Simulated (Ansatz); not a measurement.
A series of runs on AsP (P6_3/mmc, 4 atoms in the cell)

```
CELL_PARAMETERS angstrom
      3.84597     0.00000     0.00000
     -1.92299     3.33071     0.00000
      0.00000     0.00000     5.36034
ATOMIC_POSITIONS crystal
  As 0.00000 0.00000 0.00000
  As 0.00000 0.00000 0.50000
  P  0.33333 0.66667 0.25000
  P  0.66667 0.33333 0.75000
```

Base run A: PBE in Ansatz (a quantum-chemistry and plane-wave program), self-consistent single point.

Its settings: kpoints.mp_grid.grid = 5 5 3; hamiltonian.xc = pbe; hamiltonian.pseudopotentials = {kind: paw} (the program's default PAW files); scf.occupations.method = methfessel_paxton; scf.occupations.width = 0.1 eV.

The starting cell was generated: these elements placed on a structure prototype, without a prior relaxation; it need not be a known phase or ordering of this composition. Its lattice was rescaled by a random factor within 2.5 % of one. In the base run, with a pressure of about 13 GPa the cell is away from its equilibrium volume at this level. Ansatz's pressure includes its estimate of the finite-basis (Pulay) stress. The run gives no clean gap (levels at the Fermi energy touch, overlap or are partly filled at this smearing), which alone does not show that the compound is a metal. Without a gap this mesh is coarse (it stands for a supercell whose shortest vector is 16 Å).

Total energies depend on the potentials, the functional and any Hubbard or dispersion term, so they are compared only between runs that share all of them.

```json
[
 {"run": "A", "change": "base", "pressure (GPa)": "12.84"},
 {"run": "B", "change": "hamiltonian.xc: pbe → lda [LDA (PW92)]", "pressure (GPa)": "7.45"},
 {"run": "C", "change": "hamiltonian.xc: pbe → pbesol [PBEsol]", "pressure (GPa)": "8.91"},
 {"run": "D", "change": "hamiltonian.xc: pbe → rpbe [RPBE]", "pressure (GPa)": "14.55"},
 {"run": "E", "change": "hamiltonian.xc: pbe → revpbe [revPBE]", "pressure (GPa)": "14.07"},
 {"run": "F", "change": "hamiltonian.xc: pbe → blyp [BLYP]", "pressure (GPa)": "21.00"},
 {"run": "G", "change": "hamiltonian.xc: pbe → r2scan [r2SCAN]", "pressure (GPa)": "11.74"}
]
```

Run C against A: The pressure goes from 12.84 to 8.91 GPa.

Run D against A: The pressure goes from 12.84 to 14.55 GPa.

Run E against A: The pressure goes from 12.84 to 14.07 GPa.

Keys are those of Ansatz 0.2.
